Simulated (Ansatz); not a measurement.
The parent structure is ZnSiP$_{2}$ in the chalcopyrite structure (space group I-42d, No. 122; a = 5.419 Å, c = 10.539 Å). Axes: x, y, z lie along a, b, c of the conventional cell.

All numbers come from Ansatz (a program for electronic structure), PBE, PAW, cutoff 420 eV, no spin-orbit coupling.

Before the change:

| Property | Result |
|---|---|
| Hole mass | 0.16 mₑ along c, 0.40 mₑ across (at Γ) |
| Electron mass | 1.5 mₑ along c, 0.26 mₑ across (at Γ) |

Perturbation: tensile biaxial strain of 0.54 % in the plane normal to [001], as in epitaxy on a mismatched substrate; the out-of-plane cell vector and the atoms relax.

Task: How does this affect the out-of-plane strain?

Result: The out-of-plane strain amounts to -0.50 %.

Task: What does the calculation give for the hole mass after the change?

Result: The hole mass goes from 0.16 mₑ along c, 0.40 mₑ across (at Γ) to 0.16 mₑ out of plane, 0.40 mₑ in plane (at Γ).

Task: Estimate the effect on the electron mass.

Result: The electron mass changes from 1.5 mₑ along c, 0.26 mₑ across (at Γ) to 1.6 mₑ out of plane, 0.26 mₑ in plane (at Γ).

The levels and masses belong to the bands next to the band gap. Masses are band curvatures over ±0.01 Å⁻¹ around the edge. No phonon test of stability was made.
